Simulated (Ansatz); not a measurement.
An Ansatz (a program for electronic structure) input (r2SCAN/PAW in Ansatz, no spin-orbit coupling):

Ansatz 0.2 input:
```yaml
crystal:
  lattice:
    - [2.7899526252, 0, 0]
    - [0, 2.7899526252, 0]
    - [1.3949763126, -1.3949763126, 1.9463992523]
  atoms:
    - { symbol: Pd, position: [0, 0, 0] }
basis: { ecutwfc: 500, ecutrho_ratio: 4, xc_grid: 4, fft_grid_basis: typed }
kpoints: { mp_grid: { grid: [29, 29, 29] } }
hamiltonian:
  xc: r2scan
  dispersion: none
  pseudopotentials: { kind: paw }
scf: { occupations: { method: fermi_dirac, width: 0.1 } }
relax: { f_tol: 0.005, max_steps: 50, cell: { stress_tol: 0.01, fix: [a, b, gamma] } }
output: { forces: true, stress: true }
checkpoint: { write: state.ck, write_every: 1000 }
```

**Question.** Which symmetry and how many k-points will the program report, and about how many plane waves at Γ?

**Answer.** Space group I4/mmm (ITA 139) with 16 operations, k-points 1800 of 24389, and 379 plane waves at Γ.

**Question.** And the final pressure?

**Answer.** -0.67 GPa (compression positive).

The cells carry an imposed strain or load. Whether these cells are dynamically stable was not tested. The final runs are not spin-polarised. The cell was made from Pd in the fcc (Cu type) structure (space group Fm-3m, No. 225) by this change: biaxial strain +0.90 %, plane normal [001], relaxed out of plane. Pd has a high density of states at the Fermi level and may be magnetic at this level.
